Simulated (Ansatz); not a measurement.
How far to go with shifted k-point meshes: InSe (R3m, 4 atoms in the cell)

```yaml
crystal:
  lattice:
    - [2.01323, 1.16234, 8.56548]
    - [-2.01323, 1.16234, 8.56548]
    - [0.00000, -2.32468, 8.56548]
  atoms:
    - { symbol: In, position: [0.11230, 0.11230, 0.11230] }
    - { symbol: In, position: [0.00183, 0.00183, 0.00183] }
    - { symbol: Se, position: [0.61971, 0.61971, 0.61971] }
    - { symbol: Se, position: [0.82581, 0.82581, 0.82581] }
```

Method: PBEsol, default PAW files made with PBE (plane waves; Ansatz, a quantum-chemistry and plane-wave program).

Base settings: basis.ecutwfc = 420 eV; kpoints.mp_grid.grid = 7 7 7; hamiltonian.xc = pbesol; hamiltonian.pseudopotentials = {kind: paw} (the program's default PAW files); scf.occupations.method = fixed.

In this ladder: kpoints.mp_grid.shift = 0.5 0.5 0.5.

Shifted meshes do not hold Γ, so a gap read on them misses any band edge there.

Only quantities that move along the ladder and can be compared are tabulated.

The count of work is k-points × plane waves × bands × iterations; it is no time. Core times come from one kind of shared machine, to one figure; runs under 30 s give none.

The starting cell comes from a database of computed structures (which also holds hypothetical and non-ambient phases and stackings), without a prior relaxation at this level. Its lattice was rescaled by up to half a per cent. One atom was moved a little off its site on purpose. Ansatz's pressure includes its estimate of the finite-basis (Pulay) stress.

```tsv
kpoints.mp_grid.grid	free energy less the last step's (meV/atom)	pressure (GPa)	largest difference of a force vector from the last step's (eV/Å)	gap on the mesh (eV)	count of work / last	core time / last (rough)
2 2 2	303.76	2.52	0.185	1.866	0.0026	–
3 3 3	79.67	0.93	0.019	0.281	0.0067	–
4 4 4	18.33	0.37	0.028	1.006	0.011	–
5 5 5	4.97	0.19	0.006	0.291	0.021	–
6 6 6	1.38	0.15	0.006	0.710	0.031	–
7 7 7	0.49	0.13	0.001	0.292	0.049	–
8 8 8	0.13	0.13	0.002	0.544	0.067	–
9 9 9	0.06	0.13	0.000	0.292	0.095	–
10 10 10	0.01	0.13	0.001	0.460	0.12	0.1
11 11 11	0.01	0.13	0.000	0.292	0.16	0.2
12 12 12	0.00	0.13	0.000	0.412	0.20	0.2
14 14 14	0.00	0.13	0.000	0.382	0.31	0.3
15 15 15	0.00	0.13	0.000	0.292	0.39	0.4
17 17 17	0.00	0.13	0.000	0.292	0.55	0.6
19 19 19	0.00	0.13	0.000	0.292	0.75	0.8
21 21 21	0.00	0.13	0.000	0.292	1.0	1
```

Coarsest kpoints.mp_grid.grid that holds the free energy within 2 meV/atom of the last step, with all finer ones: 6 6 6, at 0.031 of the last step's count of work; the step before is off by 5.0 meV/atom.

Coarsest kpoints.mp_grid.grid that holds the forces within 0.01 eV/Å of the last step, with all finer ones: 5 5 5, at 0.021 of the last step's count of work; the step before is off by 0.028 eV/Å.

The gap on the mesh jumps up and down from mesh to mesh; it is no smooth measure of convergence.

Keys are those of Ansatz 0.2.
